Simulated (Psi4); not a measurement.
Psi4 1.11, TPSS/def2-svp: Al(H)(OH)(SiMe3) (C[Si](C)(C)[AlH][OH]), 17 atoms. The geometry is a generated start, not checked to be a minimum at this level.

```
Quantity                             Result
--------------------------  ---------------
task                                 energy
method                                 tpss
basis                              def2-svp
memory                                 3 GB
maxiter                                 100
keys of the molecule block      symmetry c1
scf_type                       df (default)
e_convergence               1e-06 (default)
d_convergence               1e-06 (default)
dft_radial_points              75 (default)
dft_spherical_points          302 (default)
basis functions                         147
grid points                          363369
```

```xyz
17

Al    -1.0634     2.0373    -0.0429
H     -2.5938     2.3237     0.0419
O     -0.1141     3.3619    -0.2523
H      0.3990     4.1494    -0.3820
Si    -0.0769    -0.2016     0.0591
C     -1.3679    -1.6209     0.1397
C      1.1230    -0.4813     1.5414
C      0.9667    -0.5202    -1.5301
H     -0.8988    -2.6001     0.1304
H     -1.9679    -1.5511     1.0420
H     -2.0478    -1.5724    -0.7063
H      0.5939    -0.4341     2.4889
H      1.8948     0.2836     1.5583
H      1.6186    -1.4467     1.4876
H      1.7381     0.2380    -1.6384
H      0.3395    -0.4755    -2.4165
H      1.4567    -1.4901    -1.5208
```

With the defaults (diis = true, scf_initial_accelerator = adiis, damping_percentage = 0, diis_max_vecs = 10, diis_start = 1, guess = auto, which took SAD) it converges in 10 SCF iterations. One run each on 2 threads, with these changes:
- guess = sapgau
- diis_max_vecs = 3
- guess = sap
- diis_max_vecs = 6
- guess = modhuckel
- diis = false, scf_initial_accelerator = none, damping_percentage = 60
- diis_max_vecs = 20
- diis_start = 4
- guess = gwh

Task: Which of these changes keep the SCF from converging, or lead it to another solution?

Result: No convergence: diis = false, scf_initial_accelerator = none, damping_percentage = 60 (the run ends without SCF convergence in 100 iterations). The rest reach the solution of the defaults.

| setting | SCF iterations | end |
|---|---|---|
| the defaults | 10 | same solution |
| diis_max_vecs = 20 | 10 | same solution |
| guess = modhuckel | 10 | same solution |
| diis_max_vecs = 6 | 10 | same solution |
| guess = sapgau | 10 | same solution |
| diis_max_vecs = 3 | 11 | same solution |
| guess = sap | 14 | same solution |
| diis_start = 4 | 16 | same solution |
| guess = gwh | 16 | same solution |
| diis = false, scf_initial_accelerator = none, damping_percentage = 60 | 100 | no convergence |
